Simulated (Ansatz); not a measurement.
Consider CaO in the rock salt structure (space group Fm-3m, No. 225; a = 4.7671 Å).

Method: PBEsol (Ansatz, a program for electronic structure; PAW; 420 eV plane waves; no SOC).

Before the change:

```
Item                          Value
---------  ------------------------
Hole mass  0.34, 2.8, 2.8 mₑ (at Γ)
Band gap                    3.54 eV
```

It is then changed as follows: an isotropic linear strain of −2.50 %, atoms relaxed at fixed cell.

Problem. What does the calculation give for the hole mass, energy relative to the base and band gap after the change?

Solution. The hole mass (degenerate bands, along [100]) goes from 0.34, 2.8, 2.8 mₑ (at Γ) to 0.33, 2.7, 2.7 mₑ (at Γ); the energy rises by 30 meV/atom; the band gap drops by 0.055 eV, from 3.54 eV to 3.49 eV.

Effective masses come from finite differences of ±0.01 Å⁻¹. Gaps are read on the SCF mesh and a high-symmetry path. Whether these cells are dynamically stable was not tested.
